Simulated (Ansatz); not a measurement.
Consider the following.

End structure of F on the 1x1 (111) surface of fcc Ag, one in a 2x2 cell, started at the site 'bridge Ag-Ag (span 2.9 Å)':

```
CELL_PARAMETERS angstrom
      5.86677     0.00000     0.00000
     -2.93338     5.08077     0.00000
      0.00000     0.00000    26.50000
ATOMIC_POSITIONS crystal
  Ag 0.16667 0.33333 0.36572
  Ag 0.16667 0.83333 0.36572
  Ag 0.66667 0.33333 0.36572
  Ag 0.66667 0.83333 0.36572
  Ag 0.33333 0.16667 0.45551
  Ag 0.33333 0.66667 0.45551
  Ag 0.83333 0.16667 0.45551
  Ag 0.83333 0.66667 0.45551
  Ag 0.00215 0.00108 0.54441
  Ag 0.00014 0.50007 0.54640
  Ag 0.49921 0.00113 0.54442
  Ag 0.49921 0.49809 0.54442
  Ag 0.16248 0.33820 0.63464
  Ag 0.16248 0.82428 0.63464
  Ag 0.67639 0.33820 0.63459
  Ag 0.66706 0.83353 0.63129
  F  0.33381 0.16690 0.69300
```

Model: 17-atom slab, 7.1 Å thick at the start under the adsorbate (thin: gaps and levels are the slab's own), 6x6x1 mesh, Fermi-Dirac 0.1 eV, dipole correction, single point; on the structure that PBE left under its start's symmetry; no spin, no spin-orbit, no U, no dispersion correction. At the end it is bonded to 3 Ag. In PBE it is, or lies within 0.03 eV of, the lowest of the starts that converged; the order may differ at this level.

A negative adsorption energy means that the adsorbate is more stable on the surface than in its reference.

**Question.** Give the adsorption energy against ½ F2(g) at the same level at the level r2SCAN, at the PBE geometry (Ansatz, an electronic-structure program).

**Answer.** -2.81 eV

**Question.** Give the change of the step from the bottom to the top vacuum level, against the clean slab at the level r2SCAN, at the PBE geometry.

**Answer.** 1.31 eV

**Question.** Estimate the work function of the top face that r2SCAN, at the PBE geometry returns for this input.

**Answer.** 5.74 eV

**Question.** Predict the change of the work function from r2SCAN, at the PBE geometry.

**Answer.** 1.34 eV
